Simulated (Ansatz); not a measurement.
We consider SrTiSe3 (model structure, started from the cubic perovskite type, Pm-3m, No. 221, 5 atoms in the cell), described by r²SCAN+SOC (Ansatz, an electronic-structure program, plane waves, PAW).

Input:

Ansatz 0.2 input:
```yaml
crystal:
  lattice:
    - [4.9523173927, 0.0, 0.0]
    - [0.0, 4.9523173927, 0.0]
    - [0.0, 0.0, 4.9523173927]
  atoms:
    - { symbol: Sr, position: [0.0, 0.0, 0.0] }
    - { symbol: Ti, position: [0.5, 0.5, 0.5] }
    - { symbol: Se, position: [0.0, 0.5, 0.5] }
    - { symbol: Se, position: [0.5, 0.5, 0.0] }
    - { symbol: Se, position: [0.5, 0.0, 0.5] }
basis:
  ecutwfc: 560
  ecutrho_ratio: 4
  xc_grid: 3
kpoints:
  mp_grid: { grid: [12, 12, 12] }
hamiltonian:
  xc: r2scan
  dispersion: none
  pseudopotentials: { kind: paw }
scf:
  occupations: { method: fermi_dirac, width: 0.05 }
  convergence: { dr2_threshold: 0.0000000005 }
output:
  forces: true
  stress: true
  eigenvalues: true
magnetization:
  noncollinear: true
  spin_orbit: true
```

From the output:

```
Crystal: 5 atoms, lattice volume = 121.458 Å³
Basis set: ecut = 560 eV, 3743 PW (Γ), exchange–correlation on 120×120×120 points (27 copies of the dense FFT grid, shifted against one another)
Bands: 84, of which v1, the nominal top of the filled ones, is band 70 counted from 1 (69 counted from 0)
Symmetry: 48 space group operations + 48 with time reversal
k-points: 84 of 1728
Initial density: superposition of atomic densities (chi_scale 0.1, normalization cell, long waves kept (reshape's long-wave potential 0.00 eV rms))
Functional: x = r2scan, c = r2scan; τ floored in thin density (d = 2e-4 eV/Å³)
spin=Noncollinear: Kerker preconditioning applied to the charge; magnetization (m_x, m_y, m_z) channels mix plain (no charge-response kernel on spin).
SCF 1 converged in 13 iterations: F = -22486.434837 eV  dr2 = 5.30e-11
SCF converged after 13 iterations
Free energy (F): -22486.434837 eV
Internal energy: -22486.419631 eV  (E = F + TS)
E sigma→0 (E₀):  -22486.427234 eV
Fermi energy:    9.424350 eV
--- Forces (eV/Å), atoms counted from 1 ---
  atom   1  Sr    -0.00000000     0.00000000     0.00000000
  atom   2  Ti     0.00000000    -0.00000000     0.00000000
  atom   3  Se     0.00000000     0.00000000    -0.00000000
  atom   4  Se     0.00000000    -0.00000000    -0.00000000
  atom   5  Se     0.00000000    -0.00000000     0.00000000
--- Stress (GPa, compression-positive) ---
        2.479248       0.000000       0.000000
       -0.000000       2.479248       0.000000
       -0.000000       0.000000       2.479248
  P = ⅓ Tr σ = 2.4792 GPa (24.792 kbar)
```

The PAW data were made under PBE.

Note: the relaxation could raise the start's symmetry but not lower it, so the cell can be a saddle point. Note: cell and atoms aren't relaxed at this level (pressure 2.5 GPa).

A model structure was made by putting elements into a prototype or built by hand; it is no filed structure, need not be a known phase, and can be a saddle point held by its symmetry.
